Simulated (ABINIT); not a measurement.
## Worked example: self-consistent single point of SrIn2Rh (Cmcm, 8 atoms in the cell) in ABINIT

Computed with PBEsol, PAW (JTH v2.0 PBE PAW, files made for PBE) (plane waves; ABINIT).

Input as run:

```
# SrIn2Rh, JTH v2.0 PBE PAW
pp_dirpath "./"
pseudos "Sr.GGA_PBE-JTH.xml, In.GGA_PBE-JTH.xml, Rh.GGA_PBE-JTH.xml"
acell 5.8942072593 5.8942072593 8.0608600000 Angstrom
rprim
         0.3717590685   -0.9283292493    0.0000000000
         0.3717590685    0.9283292493    0.0000000000
         0.0000000000    0.0000000000    1.0000000000
natom 8
ntypat 3
znucl 38 49 45
typat 1 1 2 2 2 2 3 3
xcart
         2.1912250000   -4.8234702828    6.0456450000
         2.1912250000    4.8234702828    2.0152150000
         2.1912250000   -1.7210889631    7.6271857320
         2.1912250000    1.7210889631    0.4336742680
         2.1912250000    1.7210889631    3.5967557320
         2.1912250000   -1.7210889631    4.4641042680
         2.1912250000    3.1003020490    6.0456450000
         2.1912250000   -3.1003020490    2.0152150000
      Angstrom
ecut 21
pawecutdg 42
pawxcdev 0
ixc -116133
occopt 3
tsmear 0.00183747
nband 66
kptopt 1
ngkpt 5 5 3
nshiftk 1
shiftk 0.5 0.5 0.5
nstep 60
toldfe 1.0e-09
prtwf 0
prtden 0
prtvol 1
enunit 2
```

Output, abridged:

```
 Symmetries : space group Cm c m (# 63); Bravais oC (1-face-center ortho.)

 -outvars: echo values of preprocessed input variables --------
            acell      1.1138437491E+01  1.1138437491E+01  1.5232817796E+01 Bohr
             ecut      2.10000000E+01 Hartree
           enunit           2
              ixc     -116133
         kptrlatt        5    0    0      0    5    0      0    0    3
          kptrlen      4.14081515E+01
            natom           8
            nband          66
            ngfft          48      48      64
          ngfftdg          72      72      90
             nkpt          18
            nstep          60
             nsym           8
           ntypat           3
           occopt           3
        pawecutdg      4.20000000E+01 Hartree
         pawxcdev           0
            rprim      3.7175906850E-01 -9.2832924930E-01  0.0000000000E+00
                       3.7175906850E-01  9.2832924930E-01  0.0000000000E+00
                       0.0000000000E+00  0.0000000000E+00  1.0000000000E+00
           shiftk      5.00000000E-01  5.00000000E-01  5.00000000E-01
          spgroup          63
           toldfe      1.00000000E-09 Hartree
           tsmear      1.83747000E-03 Hartree
            typat      1  1  2  2  2  2  3  3
           useylm           1
             xred      9.4075999992E-01  5.9239999960E-02  7.5000000000E-01
                       5.9239999960E-02  9.4075999992E-01  2.5000000000E-01
                       6.5726999993E-01  3.4272999995E-01  9.4620000000E-01
                       3.4272999995E-01  6.5726999993E-01  5.3800000000E-02
                       3.4272999995E-01  6.5726999993E-01  4.4620000000E-01
                       6.5726999993E-01  3.4272999995E-01  5.5380000000E-01
                       2.1669999995E-01  7.8329999993E-01  7.5000000000E-01
                       7.8329999993E-01  2.1669999995E-01  2.5000000000E-01
            znucl       38.00000   49.00000   45.00000

== DATASET  1 ==================================================================

 Real(R)+Recip(G) space primitive vectors, cartesian coordinates (Bohr,Bohr^-1):
 R(1)=  4.1408151-10.3401373  0.0000000  G(1)=  0.1207492 -0.0483553  0.0000000
 R(2)=  4.1408151 10.3401373  0.0000000  G(2)=  0.1207492  0.0483553  0.0000000
 R(3)=  0.0000000  0.0000000 15.2328178  G(3)=  0.0000000  0.0000000  0.0656477
 Unit cell volume ucvol=  1.3044348E+03 bohr^3
 Angles (23,13,12)=  9.00000000E+01  9.00000000E+01  1.36351711E+02 degrees

 Coarse grid specifications (used for wave-functions):

 getcut: wavevector=  0.0000  0.0000  0.0000  ngfft=  48  48  64
         ecut(hartree)=     21.000   => boxcut(ratio)=   2.03669

 Fine grid specifications (used for densities):

 getcut: wavevector=  0.0000  0.0000  0.0000  ngfft=  72  72  90
         ecut(hartree)=     42.000   => boxcut(ratio)=   2.02522

   2.04861348E+04                                ecore*ucvol(ha*bohr**3)

_setup2: Arith. and geom. avg. npw (full set) are    5994.240    5994.222
--- !BeginCycle
solver: {iscf: 17, nstep: 60, nline: 4, wfoptalg: 10, }
tolerances: {toldfe: 1.00E-09, }
...

     iter   Etot(hartree)      deltaE(h)  residm     nres2
 ETOT  1  -511.94920702467    -5.119E+02 2.063E+00 9.895E+01
 ETOT  2  -517.82180903847    -5.873E+00 4.487E-02 2.483E+02
 ETOT  3  -517.22589042966     5.959E-01 3.981E-02 2.384E+01
 ETOT  4  -517.19910513816     2.679E-02 1.762E-02 6.625E+00
 ETOT  5  -517.18341635260     1.569E-02 8.850E-03 1.703E+00
 ETOT  6  -517.17802629006     5.390E-03 7.602E-03 2.907E-01
   [... 3 lines left out ...]
 ETOT 10  -517.17773407828     7.141E-08 1.393E-03 1.062E-05
 ETOT 11  -517.17773410887    -3.060E-08 2.152E-03 3.563E-06
 ETOT 12  -517.17773410770     1.172E-09 1.490E-03 2.598E-07
 ETOT 13  -517.17773410771    -1.228E-11 1.734E-03 1.791E-08
 ETOT 14  -517.17773410767     3.843E-11 9.467E-04 1.957E-09
 At SCF step   14, etot is converged :
  for the second time, diff in etot=  3.843E-11 < toldfe=  1.000E-09

 Cartesian components of stress tensor (hartree/bohr^3)
  sigma(1 1)=  9.15854498E-05  sigma(3 2)=  0.00000000E+00
  sigma(2 2)=  5.94969279E-05  sigma(3 1)=  0.00000000E+00
  sigma(3 3)=  8.59860246E-05  sigma(2 1)=  0.00000000E+00

 ----iterations are completed or convergence reached----

 reduced coordinates (array xred) for    8 atoms
       0.940759999920      0.059239999960      0.750000000000
       0.059239999960      0.940759999920      0.250000000000
       0.657269999933      0.342729999947      0.946200000000
       0.342729999947      0.657269999933      0.053800000000
       0.342729999947      0.657269999933      0.446200000000
       0.657269999933      0.342729999947      0.553800000000
       0.216699999953      0.783299999927      0.750000000000
       0.783299999927      0.216699999953      0.250000000000
 cartesian forces (eV/Angstrom) at end:
    1      0.00000000000000    -0.02870561375125    -0.00000000000000
    2     -0.00000000000000     0.02870561375125    -0.00000000000000
    3     -0.00000000000000     0.02918582212887    -0.01271991402678
    4      0.00000000000000    -0.02918582212887     0.01271991402678
    5     -0.00000000000000    -0.02918582212887    -0.01271991402678
    6     -0.00000000000000     0.02918582212887     0.01271991402678
    7     -0.00000000000000    -0.08507488874131    -0.00000000000000
    8      0.00000000000000     0.08507488874131    -0.00000000000000
 frms,max,avg= 2.8995640E-02 8.5074889E-02   0.000E+00  0.000E+00  0.000E+00 e/A
 length scales= 11.138437490543 11.138437490543 15.232817795533 bohr
              =  5.894207259300  5.894207259300  8.060860000000 angstroms
 Fermi (or HOMO) energy (hartree) =   0.26583   Average Vxc (hartree)=  -0.38808
 Eigenvalues (hartree) for nkpt=  18  k points:
 kpt#   1, nband= 66, wtk=  0.05333, kpt=  0.1000  0.1000  0.1667 (reduced coord)
  -2.58344   -2.58344   -1.40791   -1.40789   -1.40691   -1.40691   -1.40265   -1.40265
  -1.02374   -1.02354   -0.37045   -0.36644   -0.36603   -0.36555   -0.36517   -0.36507
   [... lines left out ...]
 Fermi (or HOMO) energy (eV) =   7.23366   Average Vxc (eV)= -10.56006
   [... lines left out ...]
  -6.96214   -6.94941   -6.89963   -6.89663   -6.88741   -6.86558   -6.84978   -6.82690
  -6.78686   -6.76192   -6.72594   -6.71438   -0.71670    0.75616    2.23317    3.61519
   4.47880    4.58423    4.64818    4.79974    5.13467    5.37697    5.41195    5.47556
   5.60609    6.18391    6.61553    6.72727    7.07219    7.39771    7.84202    8.20133
   8.71179    9.40202    9.57634    9.67817   10.51483   11.41561   12.07145   12.45275
  12.69252   12.83267
 prteigrs : prtvol=0 or 1, do not print more k-points.

--- !EnergyTerms
comment             : Components of total free energy in Hartree
kinetic             :  1.05238298831334E+02
hartree             :  1.64560649643311E+02
xc                  : -5.38652061511333E+01
Ewald energy        : -3.57952800059993E+02
psp_core            :  1.57049888758671E+01
local_psp           : -4.83734911905862E+02
spherical_terms     :  9.28718911729277E+01
internal            : -5.17177089593548E+02
'-kT*entropy'       : -6.49432216034563E-04
total_energy        : -5.17177739025764E+02
total_energy_eV     : -1.40731219804770E+04
...

-Cartesian components of stress tensor (GPa)         [Pressure= -2.3249E+00 GPa]
- sigma(1 1)=  2.69453651E+00  sigma(3 2)=  0.00000000E+00
- sigma(2 2)=  1.75045976E+00  sigma(3 1)=  0.00000000E+00
- sigma(3 3)=  2.52979576E+00  sigma(2 1)=  0.00000000E+00

 Calculation completed.
```

The run converged in 14 iterations.

The starting cell comes from a database of computed structures (which also holds hypothetical and non-ambient phases and stackings), without a prior relaxation at this level. Spin polarisation is off. The potentials were made for another functional than the one used.

Cost on one core of a shared machine: roughly 10 min.
